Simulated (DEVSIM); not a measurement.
System: Cr/SiO2/n-Si capacitor, at 300 K.

Layer 1 from the left is SiO2, thickness (nm) 2.40. Layer 2 from the left is Si, thickness (nm) 620, Nd (cm⁻³) 8.6e17.

Metal gate on the left, work function 4.5 eV. Fixed charge at the semiconductor interface 0 cm⁻² (in units of +e); no interface traps.

Constants are typed, rounded textbook-type inputs, not results; the design itself was drawn at random and stands for no fabricated device. Values at 300 K.

SiO2: gap (eV) 9, affinity (eV) 0.9, permittivity 3.9. Si: gap (eV) 1.124, affinity (eV) 4.05, permittivity 11.7, Nc (cm⁻³) 2.86e19, Nv (cm⁻³) 3.1e19.

Q: Estimate by hand the flat-band voltage, the threshold voltage, and compare with a numerical solution.

A: 
- Flat-band voltage: C = 1.44 μF/cm², work-function difference 0.359 V; VFB = φms − qNf/C = 0.36 V; numerical 0.36 V.
- Threshold voltage: φF = 0.470 V, depletion charge √(4εqNφF) = 5.18e-7 C/cm²; VT = VFB − 2φF − Qd/C = -0.94 V; numerical -0.94 V.

Model (solved in DEVSIM): 1D Poisson equation in equilibrium, Boltzmann statistics, complete ionisation; no quantum confinement or tunnelling. Metal contacts follow the ideal Schottky-Mott rule: no Fermi-level pinning, no interface dipoles.
